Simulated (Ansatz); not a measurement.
System: cubic perovskite CsPbBr3 (cubic high-temperature phase). Method: r²SCAN in Ansatz (plane waves, PAW).

Settings: plane-wave cutoff 560 eV, 6×6×6 k mesh, Fermi–Dirac smearing 0.01 eV, scalar-relativistic PAW data made under PBE.

The cell is scaled about its equilibrium volume:

```json
[
 {"V (Å³/atom)": "39.356", "P (GPa)": "1.51", "direct gap at Γ (eV)": "5.760", "smallest gap on the k mesh (eV)": "1.763"},
 {"V (Å³/atom)": "40.193", "P (GPa)": "0.95", "direct gap at Γ (eV)": "5.718", "smallest gap on the k mesh (eV)": "1.861"},
 {"V (Å³/atom)": "41.030", "P (GPa)": "0.45", "direct gap at Γ (eV)": "5.678", "smallest gap on the k mesh (eV)": "1.952"},
 {"V (Å³/atom)": "41.868", "P (GPa)": "0.00", "direct gap at Γ (eV)": "5.640", "smallest gap on the k mesh (eV)": "2.035"},
 {"V (Å³/atom)": "42.705", "P (GPa)": "-0.40", "direct gap at Γ (eV)": "5.603", "smallest gap on the k mesh (eV)": "2.112"},
 {"V (Å³/atom)": "43.542", "P (GPa)": "-0.76", "direct gap at Γ (eV)": "5.568", "smallest gap on the k mesh (eV)": "2.183"},
 {"V (Å³/atom)": "44.380", "P (GPa)": "-1.07", "direct gap at Γ (eV)": "5.534", "smallest gap on the k mesh (eV)": "2.247"}
]
```

The fundamental gap (2.04 eV at the equilibrium volume, with added k points) lies elsewhere than Γ–Γ.

Note: the relaxation could not lower the start's symmetry, so the cell can be a saddle point above a distorted one.

Spin–orbit coupling is not included; with these elements it can move the gap by several tenths of an eV or more.

Ansatz is a quantum-chemistry and plane-wave program.
